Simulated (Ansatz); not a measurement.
# By hand: formation energy of the neutral V_O in HfO2 (Pca2₁)

We look at the formation energy of the neutral V_O in HfO2 (Pca2₁). Reaction: 1/2 Hf (hcp) + 63/2 HfO2 (Pca2₁) → cell A.

A: a supercell of 96 sites of HfO2 (Pca2₁) with one empty O site amid 4 Hf; spin state with PBE: run without spin.

Ansatz (an electronic-structure program) with PAW potentials; structures come from PBE relaxations, nuclei static, no net charge. Ansatz runs with its default PAW set. Other levels take these structures. The lattices are those relaxed with PBE, so at other levels the solids can be strained, which adds to the spread. Larger cells are relaxed from a start prepared with the learned potential CHGNet till forces fall under 0.03 eV/Å, which some starts already meet. A dispersion term (D3(BJ), or D4 for r2SCAN) was computed beside these levels and is taken off wherever the name lacks it. The PAW files were made for PBE and serve at the other functionals too. Space groups of crystals are read within 0.01 Å. The runs are scalar-relativistic, without spin-orbit coupling. Mesh and cell size may move defect energies by 0.1 eV or more. The value holds for the reservoirs listed; other chemical potentials shift it.

Total energies of the cells in eV, at zero smearing width. They compare only within one column; the weights balance every element.

```tsv
cell	atoms	weight	PBE	r2SCAN+D4
A: HfO2:V_O	95	+1	-539000.20996	-539477.66305
Hf (hcp)	2	−1/4	-31442.72270	-31466.24764
HfO2 (Pca2₁)	96	−63/64	-539571.18791	-540050.40981
```

PBE: (-539000.20996) − 1/4 × (-31442.72270) − 63/64 × (-539571.18791) = 0.859 eV.

r2SCAN+D4: (-539477.66305) − 1/4 × (-31466.24764) − 63/64 × (-540050.40981) = 1.021 eV.

What follows from the PBE value: With the reservoirs of the reaction as written, and without entropy terms or charged states, the share of sites that hold the defect in equilibrium is exp(−0.86 eV/k_BT) = 4.6×10^-5 at 1000 K.
